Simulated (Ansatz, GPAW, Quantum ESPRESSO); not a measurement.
# Code comparison for Yb (Fm-3m, 1 atom in the cell)

Self-consistent single point, at a second geometry (lattice scaled by 0.98). First geometry:

```
Yb
1.0
    0.00000     2.75160     2.75160
    2.75160     0.00000     2.75160
    2.75160     2.75160     0.00000
Yb
1
Cartesian
  0.00000   0.00000   0.00000
```

Shared settings, as Ansatz (an electronic-structure program) writes them: kpoints.mp_grid.grid = 14 14 14; scf.occupations.method = gaussian; scf.occupations.width = 0.272 eV. Potentials and cutoffs stand in the table.

```csv
code,model,ΔF from the first geometry (meV/atom),pressure (GPa),cutoff
Quantum ESPRESSO,"PBE, SSSP 1.1.2 efficiency (PBE) pseudopotentials",-37.5,-2.28,50 Ry
Ansatz,"PBE, PAW files",-27.5,-1.48,default
GPAW,"PBE, GPAW PAW datasets PBE (gpaw-data 1.0.1)",-24.9,-1.29,800 eV
```

On Ansatz's run: spin-orbit coupling is off. Spin polarisation is off.

The spread over the programs that give each value: ΔF from the first geometry within 12.6 meV/atom; pressure within 0.99 GPa.

Ansatz's pressure is given at a fixed set of plane waves, as the other plane-wave codes print theirs; with its correction for the finite basis it is -1.43 GPa.

The starting cell comes from a database of computed structures (which also holds hypothetical and non-ambient phases and stackings), without a prior relaxation at this level. Its lattice was rescaled by a random factor within 2.5 % of one. For this run, on top of that: lattice scaled by 0.98.

Left out of this page: Elk and FLEUR (not drawn, or without a comparable value).

Keys are those of Ansatz 0.2.
